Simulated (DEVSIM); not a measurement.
System: abrupt Ge p-n junction, at 300 K.

Layer 1 from the left is Ge, thickness (μm) 21.0, Na (cm⁻³) 1.2e15, τn (s) 7.5e-7, τp (s) 7.5e-7. Layer 2 from the left is Ge, thickness (μm) 8.10, Nd (cm⁻³) 1.6e15, τn (s) 7.5e-7, τp (s) 7.5e-7.

Left contact: ohmic. Right contact: ohmic. Voltage is applied to the left contact. Recombination: SRH at mid-gap. Mobility is μmin + (μ − μmin)/(1 + (N/Nref)^α).

The device is made up for the run: typed textbook-type constants, with dimensions and the other settings drawn at random. Values at 300 K.

Ge: gap (eV) 0.664, affinity (eV) 4, permittivity 16, Nc (cm⁻³) 1.04e19, Nv (cm⁻³) 6e18, μn (cm²/Vs) 3900, μp (cm²/Vs) 1900, μn,min 150, μp,min 100, Nref,n 2.6e17, Nref,p 4e17, αn 0.56, αp 0.6.

Question: Estimate by hand the capacitance at -6 V, and compare with a numerical solution.

Answer: 
- Capacitance at -6 V: C = √(qεN / 2(Vbi + |V|)) = 3.54 nF/cm²; numerical 3.55 nF/cm².

Model (solved in DEVSIM): 1D drift-diffusion, Boltzmann statistics, complete ionisation; no tunnelling, impact ionisation, image-force lowering or self-heating.
